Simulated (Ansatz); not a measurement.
Consider HgTe in the zinc blende structure (space group F-43m, No. 216; a = 6.5098 Å). Axes: x, y, z lie along the cube axes.

All numbers come from PBEsol (Ansatz, a first-principles code, PAW, no spin-orbit coupling).

Strains are applied to the cell and any free atomic positions relax; under biaxial strain the out-of-plane vector relaxes too.

One change was made to it. Results:

```json
[
 {"quantity": "shortest interatomic distance", "base": "2.819 Å", "after": "2.822 Å"},
 {"quantity": "energy relative to the base (free energy F)", "base": "0 meV/atom", "after": "+0.2 meV/atom"}
]
```

Question: Which change produced these results?
(A) uniaxial strain ε_zz = +5.28 %
(B) isotropic strain +2.91 %
(C) biaxial strain +0.53 %, plane normal [001], relaxed out of plane

Answer: C, biaxial strain +0.53 %, plane normal [001], relaxed out of plane. For comparison, the energy relative to the base in the other runs: uniaxial strain ε_zz = +5.28 % gives +15 meV/atom; isotropic strain +2.91 % gives +31 meV/atom.

The mesh was chosen for an insulator and is coarse for the gapless case. No phonon test of stability was made. All final runs are without spin polarisation.
